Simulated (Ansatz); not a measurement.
## Cu, response to strain

Take Cu in the fcc (Cu type) structure (space group Fm-3m, No. 225; a = 3.5790 Å; relaxed with 0.1 eV smearing) as the base. Axes: x, y, z lie along the cube axes.

Strains are applied to the cell and any free atomic positions relax; under biaxial strain the out-of-plane vector relaxes too; under stress the whole cell relaxes.

All numbers come from Ansatz (a first-principles code) r2SCAN, spin-orbit coupling left out, earlier PAW set.

Notes on the quantities. energy relative to the base: free energy F; pressure: mean of the normal stresses, compression positive.

```json
[
 {"case": "base", "energy relative to the base": "0 meV/atom", "pressure": "0.0 GPa", "shortest interatomic distance": "4.782 bohr", "space group": "Fm-3m (No. 225)"},
 {"case": "biaxial strain −0.50 %, plane normal [001], relaxed out of plane", "energy relative to the base": "+0.3 meV/atom", "pressure": "0.5 GPa", "shortest interatomic distance": "___", "space group": "I4/mmm (No. 139)"},
 {"case": "biaxial strain +4.40 %, plane normal [110], relaxed out of plane", "energy relative to the base": "+36 meV/atom", "pressure": "-7.2 GPa", "shortest interatomic distance": "4.643 bohr", "space group": "Immm (No. 71)"},
 {"case": "isotropic strain +2.57 %", "energy relative to the base": "+31 meV/atom", "pressure": "-10.2 GPa", "shortest interatomic distance": "4.905 bohr", "space group": "Fm-3m (No. 225)"},
 {"case": "uniaxial strain ε_zz = −0.95 %", "energy relative to the base": "___", "pressure": "1.6 GPa", "shortest interatomic distance": "4.760 bohr", "space group": "I4/mmm (No. 139)"},
 {"case": "uniaxial stress, 2 GPa compression along z", "energy relative to the base": "+2.2 meV/atom", "pressure": "–", "shortest interatomic distance": "___", "space group": "I4/mmm (No. 139)"}
]
```

### Question
Some entries are withheld; estimate them.

### Answer

- biaxial strain −0.50 %, plane normal [001], relaxed out of plane, shortest interatomic distance: 4.759 bohr
- uniaxial strain ε_zz = −0.95 %, energy relative to the base: +0.7 meV/atom
- uniaxial stress, 2 GPa compression along z, shortest interatomic distance: 4.746 bohr

A biaxial case was relaxed in a doubled cell and then solved in the primitive one. Stability under load was not tested beyond the relaxation. The final runs are not spin-polarised.
